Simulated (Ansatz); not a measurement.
The starting structures come from a database of crystals and need not be the phases stable at ambient conditions.

 Where the default PAW files enter, the runs use the earlier of Ansatz's two default sets.

Consider the following.

```
CELL_PARAMETERS angstrom
      3.68318     0.00000     0.00000
      0.00000     3.68318     0.00000
      1.84159    -1.84159     2.60440
ATOMIC_POSITIONS crystal
  Mg 0.00000 0.00000 0.00000
  S  0.50000 0.50000 0.00000
```

Space group of this cell: Fm-3m, rock salt. The cell is taken as given.

The current runs along the normal of the first two printed vectors, the (001) plane. All runs by Ansatz (an electronic-structure program), plane waves and PAW, without spin-orbit coupling; the base is r2SCAN.

| run | mean pressure (GPa) | gap (eV) | mid-gap κ (1/Å) |
|---|---|---|---|
| base | -0.2 | 3.46 | 0.269 |
| all lengths scaled by 0.98 | 5.2 | ? | ? |
| all lengths scaled by 1.02 | -4.3 | ? | 0.253 |
| lda in place of r2scan | -3.5 | 2.55 | 0.216 |
| lengths across the current scaled by 0.98, ions clamped | 3.4 | 3.46 | 0.273 |
| lengths across the current scaled by 1.02, ions clamped | -3.0 | 3.29 | 0.264 |
| lengths along the current scaled by 0.97, ions clamped | 2.6 | ? | ? |
| lengths along the current scaled by 1.03, ions clamped | -2.2 | 3.28 | 0.253 |
| pbesol in place of r2scan | -1.2 | 2.70 | 0.223 |

**Question.** Complete the blanks.

**Answer.** 
- all lengths scaled by 0.98, gap (eV): 3.59
- all lengths scaled by 0.98, mid-gap κ (1/Å): 0.285
- all lengths scaled by 1.02, gap (eV): 3.33
- lengths along the current scaled by 0.97, ions clamped, gap (eV): 3.38
- lengths along the current scaled by 0.97, ions clamped, mid-gap κ (1/Å): 0.287
